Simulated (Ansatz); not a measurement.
Reference: Li₂Se (Fm-3m), PBEsol, rigid bands (plane waves, PAW, scalar-relativistic; Ansatz, a quantum-chemistry and plane-wave program); axes and stresses refer to this cell.

```
Li2Se
1.0
    0.00000     2.97263     2.97263
    2.97263     0.00000     2.97263
    2.97263     2.97263     0.00000
Li Se
2 1
Cartesian
  4.45895   4.45895   4.45895
  1.48632   1.48632   1.48632
  0.00000   0.00000   0.00000
```

* **electron conductivity mass**: 0.38 mₑ
* **Seebeck coefficient, p-type 1e19 cm⁻³**: 435 μV/K
* **band gap**: 2.82 eV

Q: Change: functional r2SCAN on the same cell. What happens to electron conductivity mass, Seebeck coefficient, p-type 1e19 cm⁻³, band gap?

A: electron conductivity mass moves little, to 0.38 mₑ; Seebeck coefficient, p-type 1e19 cm⁻³ moves little, to 441 μV/K; band gap increases to 3.46 eV.

Masses are for dilute carriers at 300 K, harmonic means over directions unless an axis is named. Seebeck coefficients are for the stated density at 300 K, with one relaxation time for all states and whether or not that doping can be reached. Spin-orbit coupling is left out unless a row names it; without it hole values are far off for these elements. 

Formula and space group known from diffraction (Crystallography Open Database), not checked to be the room-temperature form: Li2Se (Fm-3m).
